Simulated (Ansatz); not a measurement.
# Rock-salt LaSe

All values below come from HSE06 in Ansatz (plane waves, PAW).

Settings: plane-wave cutoff 460 eV, 8×8×8 k mesh, Fermi–Dirac smearing 0.05 eV, scalar-relativistic PAW data made under PBE.

Cell: relaxed at this level.

For rock-salt LaSe, the volume per atom comes out as 28.06 Å³/atom, the bulk modulus comes out as 74.8 GPa and the band gap comes out as zero (no gap). The equilibrium lattice constant a is 6.078 Å and the pressure derivative B′ of the bulk modulus is 4.5.

Spin–orbit coupling is not included; it can open a gap where bands touch, and shift volumes and moduli.

Static lattice: no zero-point or thermal effects.

Cost on a shared machine: roughly 23 core-minutes.

Ansatz is an electronic-structure program.
